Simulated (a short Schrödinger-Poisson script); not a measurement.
## Gated In0.52Al0.48As/In0.53Ga0.47As modulation-doped gas in a quantum well

Structure: gated In0.52Al0.48As/In0.53Ga0.47As modulation-doped gas in a quantum well, at 20 K.

```csv
layer,material,thickness (nm),Nd (cm⁻³),Na (cm⁻³)
1,In0.52Al0.48As,15,-,-
2,In0.52Al0.48As,30,3.8e17,-
3,In0.52Al0.48As,3,-,-
4,In0.53Ga0.47As,15,-,-
5,In0.52Al0.48As,4000,-,6e14
```

The device is made up for the run: typed textbook-type constants, with dimensions and the other settings drawn at random. In0.52Al0.48As: permittivity 12.5, conduction-band edge (eV) 0.52, gap (eV) 1.45, electron mass (mₑ) 0.075, Nv at 300 K (cm⁻³) 1.1e19. In0.53Ga0.47As: permittivity 13.9, conduction-band edge (eV) 0, gap (eV) 0.74, Nv at 300 K (cm⁻³) 7.7e18.

Channel valleys (confinement mass, in-plane density-of-states mass, number): Γ 0.041, 0.041, 1. At the gate the conduction-band edge of layer 1 lies 0.65 eV − eVg above the Fermi level of the channel; the field vanishes at the back. Donor level 0.006 eV below the band edge. The barrier under the gate holds no holes. Gaps are held at their typed values at every temperature. Mesh 0.08 nm at interfaces.

Solved with a short Schrödinger-Poisson script written for these runs: 1D Poisson equation in equilibrium, electrons quantum, Hartree plus LDA exchange-correlation (BenDaniel-Duke, 40 states a valley, the channel's in-plane mass for all, wave functions free to enter the barrier), parabolic valleys, classical holes, donors ionised by Fermi statistics, acceptors fully, no traps, pinning or gate leakage.

```csv
Vg (V),electrons (cm⁻²),in the channel layer,C (μF/cm²),Γ E0 (meV),Γ E1 (meV)
0.4,8.38e11,8.27e11,0.201,-48.9,32.2
0.35,7.75e11,7.65e11,0.201,-45.3,35.7
0.3,7.13e11,7.04e11,0.201,-41.6,39.2
0.25,6.50e11,6.42e11,0.201,-38.0,42.8
0.2,5.88e11,5.81e11,0.200,-34.3,46.3
0.15,5.25e11,5.19e11,0.200,-30.7,49.8
0.1,4.63e11,4.58e11,0.200,-27.0,53.4
0.05,4.01e11,3.97e11,0.200,-23.4,57.0
0,3.39e11,3.35e11,0.199,-19.8,60.6
-0.05,2.77e11,2.74e11,0.199,-16.2,64.3
-0.1,2.15e11,2.13e11,0.199,-12.5,67.9
-0.15,1.53e11,1.51e11,0.199,-8.9,71.6
-0.2,9.05e10,8.97e10,0.199,-5.2,75.4
-0.25,2.86e10,2.84e10,0.196,-0.8,79.8
```

Gate voltages with under 1e6 electrons/cm² are left out.

Subbands count from the Fermi level.
